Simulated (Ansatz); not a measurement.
Here is the system:

```
BP
1.0
    0.00000     2.24526     2.30139
    2.24526     0.00000     2.30139
    2.24526     2.24526     0.00000
B P
1 1
Cartesian
  0.00000   0.00000   0.00000
  1.12263   1.12263   1.15070
```

No spin polarisation.

Level of theory: LDA in Ansatz (plane waves to 420 eV, PAW, scalar-relativistic without spin-orbit coupling). Γ-centred 13×13×13 mesh, Fermi–Dirac width 0.05 eV.

Task: Predict the gap character, smallest direct gap and pressure.

Result: 
* **Gap character**: indirect, Γ → Γ–X (78 % along)
* **Smallest direct gap**: 3.26 eV
* **Pressure (mean of the normal stresses, compression positive)**: -4.16 GPa

The cells carry an imposed strain or load. No phonon test of stability was made. The cell was made from BP in the zinc blende structure (space group F-43m, No. 216) by this change: uniaxial strain ε_zz = +2.50 %.

Ansatz is a quantum-chemistry and plane-wave program.
